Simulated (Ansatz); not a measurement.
## What pressure 30 GPa does to CsPbBr3

The parent structure is CsPbBr3 in the cubic perovskite structure (space group Pm-3m, No. 221; a = 5.8721 Å).

One thing is altered: a hydrostatic pressure of 30 GPa.

Computed with PBEsol in Ansatz (plane waves to 420 eV, PAW, no SOC), earlier PAW set. k-mesh 6×6×6 (Γ-centred); smearing 0.05 eV (Fermi–Dirac).

The density grows by 2.83 g/cm³ (4.76 g/cm³ → 7.59 g/cm³) and the lattice parameter a shrinks by 0.847 Å (5.872 Å → 5.025 Å). The shortest interatomic distance shrinks by 0.424 Å, from 2.936 Å to 2.512 Å and the band gap goes from 1.44 eV to zero.

The mesh was chosen for an insulator and is coarse for the gapless case. Spin-orbit coupling, missing from the scalar runs, can matter with Pb. Load acts through the strain it causes; cell and atoms are relaxed under it. Stability against distortions was not tested. No other phases were tried under pressure. All final runs are without spin polarisation. Many cubic perovskites are stable only at high temperature; tilts and polar distortions were not tested. This is not the structure that CsPbBr3 has at room temperature and ambient pressure. A zero or small gap of CsPbBr3 under pressure 30 GPa can be the functional's error rather than a property of the material.

Ansatz is an electronic-structure program.
